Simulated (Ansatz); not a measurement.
BaCeO3 (R-3c, No. 167, 10 atoms in the cell; start mp-4900; a measured phase of this formula has another space group), treated with PBEsol (Ansatz, a program for electronic structure, plane waves, PAW).

Settings: plane-wave cutoff 520 eV, 8×8×8 k mesh, Fermi–Dirac smearing 0.01 eV, no spin polarisation, scalar-relativistic PAW data made under PBE.

Cell (relaxed at this level):

```
CELL_PARAMETERS angstrom
      3.11434     1.79807     4.99218
     -3.11434     1.79807     4.99218
      0.00000    -3.59613     4.99218
ATOMIC_POSITIONS crystal
  Ba 0.25000 0.25000 0.25000
  Ba 0.75000 0.75000 0.75000
  Ce 0.00000 0.00000 0.00000
  Ce 0.50000 0.50000 0.50000
  O  0.82440 0.25000 0.67560
  O  0.17560 0.75000 0.32440
  O  0.67560 0.82440 0.25000
  O  0.32440 0.17560 0.75000
  O  0.25000 0.67560 0.82440
  O  0.75000 0.32440 0.17560
```

Predict the band gap.


* **band gap**: 2.25 eV

Note: the 4f shell is treated without U or exact exchange, so its levels and filling can be wrong.

Spin–orbit coupling is not included.

Cost on a shared machine: about 23 core-seconds (a rough figure).

A start named mp-… is a Materials Project structure, which need not be a measured phase.
